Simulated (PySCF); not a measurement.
PySCF 2.14.0, unrestricted PBE/def2-svp, df: [CH2][Si](C)(C)O, charge 0, multiplicity 2, 14 atoms. The geometry is a generated start, not checked to be a minimum at this level.

```
Property                       Value
-------------------  ---------------
task                          energy
method                           pbe
basis                       def2-svp
two-electron scheme  density fitting
mol.max_memory               3000 MB
mf.max_cycle                     100
mf.init_guess        minao (default)
mf.DIIS              CDIIS (default)
mf.diis_space            8 (default)
mf.conv_tol          1e-09 (default)
mf.grids.level           3 (default)
basis functions                  119
grid points                   163888
```

```xyz
14

C      0.5565     1.6816    -0.7445
Si    -0.0058     0.2174     0.2352
C     -1.4865    -0.6191    -0.6441
C      1.3737    -1.0741     0.4712
O     -0.4068     0.6385     1.7687
H      0.5521     2.6857    -0.3569
H      0.9296     1.5952    -1.7528
H     -2.3152     0.0701    -0.7784
H     -1.8500    -1.4654    -0.0686
H     -1.2033    -0.9839    -1.6253
H      1.0021    -1.9470     0.9977
H      2.1959    -0.6632     1.0475
H      1.7648    -1.3993    -0.4865
H     -1.1073     1.2636     1.9368
```

Charge 0 and multiplicity 2 are set for this test and not shown to be the ground state.

One run each on 2 threads, 1 BLAS thread. Values of level_shift (Hartree) tried: 0 (default), 0.1, 0.3, 1.

Q: How does the count of Fock builds change with level_shift (Hartree), and where is it least?

A: Fewest Fock builds, within one of each other: 0 (default) with 14, 0.1 with 13. The count rises to 55 at 1. All converge to one solution.

| level_shift (Hartree) | Fock builds | end |
|---|---|---|
| 0 (default) | 14 | same solution |
| 0.1 | 13 | same solution |
| 0.3 | 21 | same solution |
| 1 | 55 | same solution |
